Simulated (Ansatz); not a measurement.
A 16-atom cell of (Cd,Hg)Te started in the zinc blende structure, site fractions Cd 0.500, Hg 0.500, short-range order -0.33 in the first shell of the mixed sites (0 is random, a negative value favours unlike neighbours), space group P-4m2 at the end, an ordered arrangement that its symmetry holds. The mixed sublattice has 8 sites.

The mixing enthalpy is taken against the end members in the zinc blende type, relaxed in the same cell and mesh.

Calculation: PBE (plane waves to 420 eV, PAW; Ansatz, an electronic-structure program). Scalar-relativistic, without spin–orbit coupling; with elements this heavy it can move edges by tenths of an eV. Its k-point mesh 4×4×4, Fermi–Dirac width 0.01 eV.

```tsv
cell	energy at zero smearing (eV)
CdTe	-121882.709
HgTe	-166349.980
CdHgTe2	-144116.278
```

Work out the mixing enthalpy per mixed site and the interaction parameter Ω of a regular solution.

With x = 4/8 of the second end member, ΔH = [-144116.278 − 4/8 × (-121882.709) − 4/8 × (-166349.980)] / 8 = 8 meV against the separate end members. Ω = ΔH / x(1 − x) = 33 meV.
